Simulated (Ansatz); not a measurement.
Consider PtSe2 in the CdI2 type structure (space group P-3m1, No. 164; a = 3.7391 Å, c = 4.6295 Å; layered).

Method: PBEsol-D3(BJ) in Ansatz (plane waves to 420 eV, PAW, without spin-orbit coupling).

For the base:

* **c/a ratio**: 1.238
* **Density**: 10.46 g/cm³

It is then changed as follows: a negative pressure, −2 GPa.

Problem. Estimate the effect on the c/a ratio and density.

Solution. The c/a ratio increases by 0.021 to 1.259; the density falls by 0.28 g/cm³, from 10.46 g/cm³ to 10.18 g/cm³.

Load acts through the strain it causes; cell and atoms are relaxed under it. Whether these cells are dynamically stable was not tested. All final runs are without spin polarisation.

Ansatz is a quantum-chemistry and plane-wave program.
